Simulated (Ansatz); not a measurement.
Take C (space group I4/mmm, No. 139; a = 4.356 Å, c = 2.499 Å; a model cell, its experimental status unchecked) as the base.

Now apply this change: cell and atoms relaxed at a pressure of 0.3 GPa.

Levels (all Ansatz, a program for electronic structure, PAW): PBEsol (420 eV, spin-orbit coupling left out); HSE06 (420 eV, no spin-orbit coupling).

The geometry is relaxed with PBEsol.

| Property | Result |
|---|---|
| PBEsol lowest conduction level above the VBM at special points | N 4.36 eV; Γ 4.39 eV; M 4.66 eV |

How does going to HSE06 change the lowest conduction level above the VBM at special points?

The lowest conduction level above the VBM at special points goes from N 4.36 eV; Γ 4.39 eV; M 4.66 eV to N 5.67 eV; Γ 5.77 eV; M 5.94 eV.

Single points use the geometry relaxed with PBEsol. HSE06 gaps are upper bounds (no full band path). The levels and masses belong to the bands next to the band gap. Load acts through the strain it causes; cell and atoms are relaxed under it. Stability against distortions was not tested. This is not the structure that C has at room temperature and ambient pressure.
